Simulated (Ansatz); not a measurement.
Effect of biaxial strain +3.00 %, plane normal [001], relaxed out of plane on CaSe

Take CaSe in the rock salt structure (space group Fm-3m, No. 225; a = 5.8685 Å) as the base. Axes: x, y, z lie along the cube axes.

Now apply this change: biaxial strain +3.00 %, plane normal [001], relaxed out of plane (Cartesian); in-plane vectors clamped, the third vector and the atoms free.

Level of theory: plane-wave PAW DFT at the PBEsol level (Ansatz, an electronic-structure program, 420 eV), without spin-orbit coupling. Γ-centred 10×10×10 mesh, Fermi–Dirac width 0.05 eV.

- Volume per atom: 26.55 Å³ (base 25.26 Å³)
- Space group: I4/mmm (No. 139) (base Fm-3m (No. 225))
- Energy relative to the base (free energy F): +17 meV/atom
- Pressure (mean of the normal stresses, compression positive): -2.16 GPa (base 0.00 GPa)
- Band gap: 1.98 eV (base 1.88 eV)
- Gap character: indirect, Γ → M
- Smallest direct gap: 2.84 eV (base 2.85 eV)
- Electron mass: 1.4 mₑ along k, 0.29 mₑ across (at X) (base 1.4 mₑ along k, 0.27 mₑ across (at X))
- Valence-band top at Γ (three highest levels, from the VBM): 0.00, -0.01, -0.01 eV (base 0.00, 0.00, 0.00 eV)
- Out-of-plane strain: -0.93 %
- Ratio −ε⊥/ε∥: 0.31
- Mean in-plane stress (compression positive): -3.2 GPa

Masses are band curvatures over ±0.01 Å⁻¹ around the edge. Along k means along the line from Γ to the band edge. Stability against distortions was not tested. Labels are those of the standard path for the cell's own space group.
